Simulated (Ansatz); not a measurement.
The parent structure is SnSe in the rock salt structure (space group Fm-3m, No. 225; a = 6.019 Å).

Calculations: DFT with r2SCAN, PAW potentials and a 500 eV plane-wave cutoff in Ansatz (a quantum-chemistry and plane-wave program), without spin-orbit coupling, earlier PAW set.

For the base:

The pressure is 0.0 kbar.

Modification: every lattice vector is shortened by 3.94 %; the atoms relax in the strained cell.

What does the calculation give for the energy relative to the base after the change?

The energy grows by 72 meV/atom.

Estimate the effect on the pressure.

The pressure goes from zero to 82.8 kbar.

Whether these cells are dynamically stable was not tested.
